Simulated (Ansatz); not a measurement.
**SiO2 under a change: electrons 5.0×10^21 cm⁻³**

Take SiO₂ in the rutile structure (space group P4_2/mnm, No. 136; a = 4.2362 Å, c = 2.6904 Å) as the base.

Perturbation: electron doping at 5.0×10^21 cm⁻³ (0.241 per cell), with a uniform compensating background at fixed cell and a 300 K Fermi–Dirac width.

Level of theory: DFT with PBE, PAW potentials and a 420 eV plane-wave cutoff in Ansatz (an electronic-structure program), no spin-orbit coupling. Γ-centred 11×11×17 mesh, Fermi–Dirac width 0.0259 eV.

```tsv
quantity	base	changed	shift
gap between the host's bands	5.04 eV	4.99 eV	-0.05 eV
gap character	direct at Γ	direct at Γ	–
Fermi level relative to the doped band's edge (positive inside the band; to 0.05 eV)	–	+1.60 eV	–
```

Final structure:

```xyz
6
Lattice="4.2362 0.0000 0.0000 0.0000 4.2362 0.0000 0.0000 0.0000 2.6904" Properties=species:S:1:pos:R:3 pbc="T T T"
Si     0.0000     0.0000     0.0000
Si     2.1181     2.1181     1.3452
O      1.2941     1.2941     0.0000
O      3.4122     0.8240     1.3452
O      0.8240     3.4122     1.3452
O      2.9421     2.9421     0.0000
```
Cell charge -0.2414.

Carriers are added with a uniform compensating background; total energy and stress of such cells depend on the potential's zero and are not compared; many-body gap narrowing is missing at this level. Whether these cells are dynamically stable was not tested.
